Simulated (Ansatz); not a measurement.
The reference is PbSe in the rock salt structure (space group Fm-3m, No. 225).

```xyz
2
Lattice="0.0000 3.0204 3.0204 3.0204 0.0000 3.0204 3.0204 3.0204 0.0000" Properties=species:S:1:pos:R:3 pbc="T T T"
Pb     0.0000     0.0000     0.0000
Se     3.0204     3.0204     3.0204
```

Cartesian axes are those of the cell as printed.

The values are results of LDA (Ansatz, a first-principles code; PAW; 420 eV plane waves; no spin-orbit coupling), not measurements.

For the base:

- Pressure: 0.0 GPa

It is then changed as follows: tensor shear ε_xy = +1.43 % (engineering shear γ = 0.0286), atoms relaxed at fixed cell.

Question: Estimate the effect on the energy relative to the base and pressure.

Answer: The energy goes up by 1.2 meV/atom; the pressure (mean of the normal stresses, compression positive) is still 0.0 GPa.

A case with no gap was solved on a k-mesh chosen for an insulator, which is coarse for it. The cells carry an imposed strain or load. Whether these cells are dynamically stable was not tested. All final runs are without spin polarisation.
